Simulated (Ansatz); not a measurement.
The starting structures come from a database of crystals and need not be the phases stable at ambient conditions.

Consider the following.

```
AlAs
1.0
    4.01340     0.00000     0.00000
    0.00000     4.01340     0.00000
    2.00670     2.00670     2.92304
Al As
1 1
Direct
  0.00000   0.00000   0.00000
  0.25000   0.75000   0.50000
```

The cell is strained (lengths along the current scaled by 1.03, ions clamped); by PBEsol it stands under a pressure of -2.1 GPa.

Transport runs along the normal of the first two printed cell vectors, the (001) (indices of the unstrained crystal) plane of the conventional cell.

The gap is the functional's own. No spin-orbit coupling. Mid-gap values are those at the computed energy nearest the middle.

Q: Compute, with PBEsol (Ansatz, an electronic-structure program), the band gap and the smallest decay constant κ at mid-gap.

A: Gap 1.30 eV on a 10×10×10 mesh; κ = 0.108 1/Å, at the zone centre.
